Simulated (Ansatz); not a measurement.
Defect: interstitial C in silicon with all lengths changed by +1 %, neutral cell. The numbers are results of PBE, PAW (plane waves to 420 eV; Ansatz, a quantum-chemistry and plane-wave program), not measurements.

64-site cell at the strained lattice (strain from the relaxed PBE one, atoms relaxed), a 2×2×2 k-point mesh shifted by half a step, smearing 0.01 eV, spin-restricted, no finite-size correction. Static, classical nuclei. The charge state is imposed; whether it is stable for some Fermi level was not computed. Sites that were not tried may lie lower.

Barriers: single points on a 3×3×3 k-point mesh shifted by half a step at the bands' geometries.

The step: a concerted move, in which C travels most. Atoms about the jump, Cartesian Å from the middle of the jump, before and after:

| atom | x0 | y0 | z0 | x1 | y1 | z1 |
|---|---|---|---|---|---|---|
| C1 | -0.55 | 0.00 | -0.55 | 0.55 | 0.00 | 0.55 |
| Si2 | 1.20 | 0.00 | -0.55 | 0.55 | 0.00 | -1.20 |
| Si3 | -1.07 | 1.24 | 0.69 | -0.69 | 1.24 | 1.07 |
| Si4 | -1.07 | -1.24 | -1.79 | -0.94 | -1.49 | -2.17 |
| Si5 | 2.17 | -1.49 | 0.94 | 1.79 | -1.24 | 1.07 |
| Si6 | -2.28 | -0.02 | 2.27 | -2.27 | -0.02 | 2.28 |
| Si7 | -2.28 | -2.81 | -0.53 | -2.20 | -2.75 | -0.55 |
| Si8 | 0.55 | -2.75 | 2.20 | 0.53 | -2.81 | 2.28 |
| Si9 | -2.28 | 2.82 | -0.57 | -2.08 | 2.63 | -0.50 |
| Si10 | 0.50 | 2.63 | 2.08 | 0.57 | 2.82 | 2.28 |
| Si11 | 2.17 | 1.49 | -2.03 | 2.03 | 1.49 | -2.17 |
| Si12 | -3.63 | -1.41 | 0.86 | -3.59 | -1.37 | 0.83 |
| Si13 | -0.83 | -1.37 | 3.59 | -0.86 | -1.41 | 3.63 |

Predict the transition state.


```
atom      x      y      z
----  -----  -----  -----
C1    -0.19  -0.13   0.19
Si2    1.06  -0.20  -1.05
Si3   -0.98   1.35   0.98
Si4   -0.82  -1.42  -1.94
Si5    1.94  -1.42   0.82
Si6   -2.34   0.03   2.34
Si7   -2.20  -2.73  -0.51
Si8    0.51  -2.73   2.20
Si9   -2.20   2.75  -0.54
Si10   0.54   2.75   2.20
Si11   2.12   1.56  -2.12
Si12  -3.60  -1.36   0.86
Si13  -0.86  -1.36   3.61
```
It lies 1.04 eV above the start and 1.04 eV above the end. The saddle point's order was not checked, and it lies on a symmetry element of the cell, where a band can be held.
